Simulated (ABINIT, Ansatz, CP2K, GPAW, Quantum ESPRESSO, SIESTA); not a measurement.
One structure in several programs: FeAl (Pm-3m, 2 atoms in the cell)

Self-consistent single point.

```xyz
2
Lattice="2.9100 0.0000 0.0000 0.0000 2.9100 0.0000 0.0000 0.0000 2.9100" Properties=species:S:1:pos:R:3 pbc="T T T"
Al     1.4550     1.4550     1.4550
Fe     0.0000     0.0000     0.0000
```

Shared settings, as Ansatz (a quantum-chemistry and plane-wave program) writes them: kpoints.mp_grid.grid = 11 11 11; scf.occupations.method = fermi_dirac; scf.occupations.width = 0.1 eV. Potentials and cutoffs stand in the table.

```tsv
code	model	pressure (GPa)	cutoff
GPAW	PBEsol, GPAW PAW datasets PBEsol (made by gpaw-setup)	-10.50	850 eV
SIESTA	GGA PBEsol, numerical atomic orbitals TZP, PseudoDojo PBEsol standard norm-conserving potentials (rewritten from UPF to PSML)	-12.52	grid 350 Ry
Quantum ESPRESSO	PBEsol, PSlibrary ultrasoft (PBE) pseudopotentials	-11.39	55 Ry
ABINIT	PBEsol, norm-conserving pseudopotentials (PseudoDojo nc-sr-04 PBEsol standard)	-11.86	90 Ry
CP2K	PBEsol, GPW, DZVP-MOLOPT-SR-GTH basis, GTH-PBE potentials (GTH_POTENTIALS)	-10.99	grid 600 Ry
Ansatz	PBEsol, default PAW files made with PBE	-11.82	default
```

On Ansatz's run: spin polarisation is off.

The spread over the programs that give each value: pressure within 2.02 GPa.

SIESTA and CP2K use small atom-centred bases, whose incompleteness enters pressures, forces and empty levels differently from a plane-wave cutoff. Ansatz's pressure is given at a fixed set of plane waves, as the other plane-wave codes print theirs; with its correction for the finite basis it is -11.75 GPa. In the pressure, GPAW (by 1.11) lies more than 1 GPa from the median of the plane-wave programs.

The starting cell has typed, rounded lattice constants, without a prior relaxation at this level.

Left out of this page: Elk and FLEUR (not drawn, or without a comparable value).

Keys are those of Ansatz 0.2.
